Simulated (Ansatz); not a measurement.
System: Mg4N2O (model structure, started from the Ca4P2O type, I4/mmm, No. 139, 7 atoms in the cell). Method: PBE (Ansatz, a program for electronic structure, PAW).

Numerical settings: plane-wave cutoff 520 eV, 20×20×20 k mesh, Fermi–Dirac smearing 0.05 eV, scalar-relativistic PAW data made under PBE.

The cell is the one relaxed with PBEsol. Conventional cell: a = 3.7652 Å, b = 3.7652 Å, c = 11.3160 Å, α = 90.00°, β = 90.00°, γ = 90.00°.

```
Mg4N2O
1.0
   -1.88260     1.88260     5.65799
    1.88260    -1.88260     5.65799
    1.88260     1.88260    -5.65799
Mg N O
4 2 1
Direct
  0.80986   0.80986   0.00000
  0.19014   0.19014   0.00000
  0.50000   0.00000   0.50000
  0.00000   0.50000   0.50000
  0.63129   0.63129   0.00000
  0.36871   0.36871   0.00000
  0.00000   0.00000   0.00000
```

List the 17 lowest band energies at Γ above −25 eV (eV, relative to the valence band maximum), grouping those that round alike.

At Γ: -19.76, -12.63, -11.81, -5.47, -5.31 (×2), -3.90, -1.10 (×2), -0.38 (×2), 0.00, 0.86, 4.71, 4.87, 6.25, 7.80.

Note: the relaxation could raise the start's symmetry but not lower it, so the cell can be a saddle point; cell and atoms aren't relaxed at this level (largest force component 0.05 eV/Å, pressure 3.0 GPa).

A model structure was made by putting elements into a prototype or built by hand; it is no filed structure, need not be a known phase, and can be a saddle point held by its symmetry.
